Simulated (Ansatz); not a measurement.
**BAs (model structure, started from the GeS type, Pnma, No. 62, 8 atoms in the cell)**

Calculation: r²SCAN+rVV10 (Ansatz, a first-principles code, PAW).

Run with plane-wave cutoff 560 eV, 6×18×16 k mesh (along the axes of the cell as run), Fermi–Dirac smearing 0.05 eV, scalar-relativistic PAW data made under PBE.

Cell (relaxed at this level):

```cif
data_As4B4
_chemical_formula_sum 'B4 As4'
_space_group_name_H-M_alt 'P 1'
_space_group_IT_number 1
_cell_length_a 6.57472
_cell_length_b 3.41120
_cell_length_c 5.67542
_cell_angle_alpha 90.000
_cell_angle_beta 90.000
_cell_angle_gamma 90.000
loop_
_space_group_symop_operation_xyz
  'x, y, z'
loop_
_atom_site_label
_atom_site_type_symbol
_atom_site_fract_x
_atom_site_fract_y
_atom_site_fract_z
_atom_site_occupancy
B1 B 0.16095 0.25000 0.40199 1
B2 B 0.33905 0.75000 0.90199 1
B3 B 0.83905 0.75000 0.59801 1
B4 B 0.66095 0.25000 0.09801 1
As1 As 0.83642 0.25000 0.39056 1
As2 As 0.66358 0.75000 0.89056 1
As3 As 0.16358 0.75000 0.60944 1
As4 As 0.33642 0.25000 0.10944 1
```

| Item | Result |
|---|---|
| band gap | 0.50 eV (on the SCF k mesh) |

Note: the relaxation could raise the start's symmetry but not lower it, so the cell can be a saddle point.

Spin–orbit coupling is not included.

The computed numbers hold no vibrational or temperature effects.

A model structure was made by putting elements into a prototype or built by hand; it is no filed structure, need not be a known phase, and can be a saddle point held by its symmetry.
